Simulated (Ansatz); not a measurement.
We look at the energy of the reaction as written. Reaction: cell B → cell A. The sign is products less reactants.

Cell A: a sheet of composition La, 1 atom, square cell of 3.24 Å (10.5 Å²), symmetry P4/mmm, 0.0 Å thick under 16 Å of vacuum, in-plane vectors relaxed; planes from bottom to top: La; a model cell; spin state with PBE: no moments, k-point mesh 18×18×1.
```
La
1.0
    3.24084     0.00000     0.00000
    0.00000     3.24084     0.00000
    0.00000     0.00000    16.00000
La
1
Direct
  0.00000   0.00000   0.50000
```

Cell B: a sheet of composition La, 1 atom, hexagonal cell of 3.42 Å (10.1 Å²), symmetry P6/mmm, 0.0 Å thick under 16 Å of vacuum, in-plane vectors relaxed; planes from bottom to top: La; a model cell; spin state with PBE: no moments, k-point mesh 24×24×1.
```xyz
1
Lattice="3.4159 0.0000 0.0000 -1.7080 2.9583 0.0000 0.0000 0.0000 16.0000" Properties=species:S:1:pos:R:3 pbc="T T T"
La     0.0000     0.0000     8.0000
```

Computed with Ansatz (plane waves, PAW), its default PAW set, cutoff 420 eV. The structures are at rest with PBE. Neutral cells; Fermi-Dirac smearing of at most 0.10 eV in the solids, energies taken to zero width. A dispersion term (D3(BJ), or D4 for r2SCAN) was computed beside these levels and is taken off wherever the name lacks it. No zero-point or thermal terms. The runs are scalar-relativistic, without spin-orbit coupling. The cells' k-point meshes differ in density, so the last digit is unsettled. Cell A has symmetry P4/mmm and got no random move, so less symmetric positions, which may lie lower, weren't tried. Cell B has symmetry P6/mmm and got no random move, so less symmetric positions, which may lie lower, weren't tried.

### Question
Estimate the value that PBE returns for this input.

### Answer
0.27 eV, for cell B → cell A.

Ansatz is a first-principles code.
